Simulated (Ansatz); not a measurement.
BN (Cm, No. 8, 8 atoms in the cell; start mp-1599; a measured phase of this formula has another space group), treated with LDA (Ansatz, a first-principles code, plane waves, PAW).

Run with plane-wave cutoff 520 eV, 14×14×8 k mesh (along the axes of the cell as run), Fermi–Dirac smearing 0.01 eV, scalar-relativistic PAW data made under PBE.

Cell (relaxed at this level):

```
CELL_PARAMETERS angstrom
      6.47201    -1.24378    -0.03967
      6.47201     1.24378    -0.03967
     -0.06596     0.00000     4.33338
ATOMIC_POSITIONS crystal
  B  0.00009 0.00009 0.99917
  B  0.20000 0.20000 0.42853
  B  0.86587 0.86587 0.37916
  B  0.53151 0.53151 0.49868
  N  0.98078 0.98078 0.34276
  N  0.50633 0.50633 0.84273
  N  0.64676 0.64676 0.44565
  N  0.31227 0.31227 0.39191
```

**Question.** Estimate the band gap, direct gap at Γ and bulk modulus that the calculation returns.

**Answer.** 
- band gap = 1.39 eV (on the SCF k mesh)
- direct gap at Γ = 5.08 eV
- bulk modulus = 183 GPa

Note: the relaxation could not lower the start's symmetry, so the cell can be a saddle point above a distorted one; the bulk modulus is −V dP/dV from two relaxed cells at ±2 % in volume.

Computing time: roughly 8 core-minutes.

A start named mp-… is a Materials Project structure, which need not be a measured phase.
